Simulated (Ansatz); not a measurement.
Consider WC (space group P-6m2, No. 187; a = 2.922 Å, c = 2.846 Å; relaxed with 0.1 eV smearing). Axes: x lies along a and z along c of the hexagonal cell.

Level of theory: PBE in Ansatz (plane waves to 420 eV, PAW, without spin-orbit coupling).

Base values:

The shortest interatomic distance is 2.207 Å.

The change: compressive biaxial strain of 2.07 % in the plane normal to [001], as in epitaxy on a mismatched substrate; the out-of-plane cell vector and the atoms relax.

Q: What happens to the in-plane stress, out-of-plane strain and shortest interatomic distance?

A: The mean in-plane stress (compression positive) is +19.6 GPa; the out-of-plane strain amounts to +0.79 %; the shortest interatomic distance decreases by 0.019 Å, from 2.207 Å to 2.188 Å.

No phonon test of stability was made. The final runs are not spin-polarised.

Ansatz is a program for electronic structure.
